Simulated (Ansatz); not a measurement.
Ansatz (a program for electronic structure) run on In (I4/mmm, 1 atom in the cell): self-consistent single point.

Method of the run: PBE, PAW files (plane waves; Ansatz).

```xyz
1
Lattice="-1.6299 1.6299 2.4824 1.6299 -1.6299 2.4824 1.6299 1.6299 -2.4824" Properties=species:S:1:pos:R:3 pbc="T T T"
In     0.0000     0.0000     0.0000
```

Reference input (self-consistent single point, DFT, PBE, plane waves, PAW files): basis.ecutwfc = 420 eV; kpoints.mp_grid.grid = 14 14 14; hamiltonian.xc = pbe; hamiltonian.pseudopotentials = {kind: paw} (the program's default PAW files); scf.occupations.method = fermi_dirac; scf.occupations.width = 0.1 eV. This run's input differs from it in these lines:

Ansatz 0.2 input:
```diff
@@ -8,3 +8,3 @@
 basis:
-  ecutwfc: 420.0 eV
+  ecutwfc: 295.0 eV
 kpoints:
```

Output (repeated stretches shortened):

```
SCF iter   1: F=—  HF=-5597.893018 eV  |F-HF|=—  |Δ(HF+E_count)|=         —  Δρ=1.37e-2  dr2=7.16e-2  ethr=3.10e-3  ⟨swp⟩=5.2  Hψ=16469  notcnv=0
all-band conjugate gradients solve this SCF's bands
preconditioner: auto → none
SCF iter   2: F=—  HF=-5597.870185 eV  |F-HF|=—  |Δ(HF+E_count)|=   2.28e-2  Δρ=8.56e-3  dr2=2.27e-2  ethr=5.51e-4  ⟨swp⟩=2.5  Hψ=6055  notcnv=0  defer=33
SCF iter   3: F=—  HF=-5597.867910 eV  |F-HF|=—  |Δ(HF+E_count)|=   2.27e-3  Δρ=1.71e-3  dr2=7.09e-4  ethr=1.75e-4  ⟨swp⟩=2.7  Hψ=4603  notcnv=0  defer=33
SCF iter   4: F=—  HF=-5597.867936 eV  |F-HF|=—  |Δ(HF+E_count)|=   2.61e-5  Δρ=8.43e-5  dr2=1.17e-6  ethr=5.45e-6  ⟨swp⟩=1.7  Hψ=4130  notcnv=0  defer=54
SCF iter   5: F=—  HF=-5597.867940 eV  |F-HF|=—  |Δ(HF+E_count)|=   3.10e-6  Δρ=1.15e-5  dr2=1.76e-8  ethr=7.69e-10  ⟨swp⟩=7.3  Hψ=13450  notcnv=0
SCF iter   6: F=-5597.867940 eV  HF=-5597.867940 eV  |F-HF|=7.46e-11  |Δ(HF+E_count)|=   2.89e-8  Δρ=6.87e-7  dr2=3.99e-11  ethr=1.35e-10  ⟨swp⟩=1.3  Hψ=7956  notcnv=0
SCF 1 converged in 6 iterations: F = -5597.867940 eV  dr2 = 3.99e-11
Free energy (F): -5597.867940 eV
Internal energy: -5597.854301 eV  (E = F + TS)
E sigma→0 (E₀):  -5597.861120 eV
Entropy (-TS):   -0.013639 eV (-13.639 meV/atom)
Fermi energy:    10.247642 eV
--- Forces (eV/Å), atoms counted from 1 ---
  atom   1  In     0.00000000     0.00000000    -0.00000000
--- Stress (GPa, compression-positive) ---
        1.608341       0.000000       0.000000
        0.000000       1.608341       0.000000
        0.000000       0.000000       1.693882
  P = ⅓ Tr σ = 1.6369 GPa (16.369 kbar)
  The stress holds the Pulay correction. Without it, at fixed plane waves, as pw.x and ABINIT print it: P = -2.0367 GPa
```

The run converged in 6 iterations. Against the reference run the free energy goes up by 49.1 meV/atom and the pressure hardly changes (1.60 to 1.64 GPa).

The starting cell has typed, rounded lattice constants, without a prior relaxation at this level. Its lattice was rescaled by up to half a per cent. Ansatz's pressure includes its estimate of the finite-basis (Pulay) stress. Without the estimate this run gives -2.04 GPa. The cutoff lies below the one recommended for these files.
